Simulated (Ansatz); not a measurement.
CaC₂ (I4/mmm, No. 139, 3 atoms in the cell; start mp-2482) was calculated with PBE0 (Ansatz, an electronic-structure program, PAW).

Run with plane-wave cutoff 500 eV, 8×8×8 k mesh, gaussian smearing 0.02 eV, scalar-relativistic PAW data made under PBE.

Cell (relaxed with r²SCAN):

```
CaC2
1.0
   -1.93341     1.93341     3.19624
    1.93341    -1.93341     3.19624
    1.93341     1.93341    -3.19624
Ca C
1 2
Direct
  0.00000   0.00000   0.00000
  0.59791   0.59791   0.00000
  0.40209   0.40209   0.00000
```

What does this level give for the band gap?


- band gap: 3.35 eV (on the SCF k mesh)

Note: cell and atoms aren't relaxed at this level (largest force component 0.30 eV/Å).

Computed values are for the static lattice.

The result took very roughly 2.4 core-minutes.

A start named mp-… is a Materials Project structure, which need not be a measured phase.
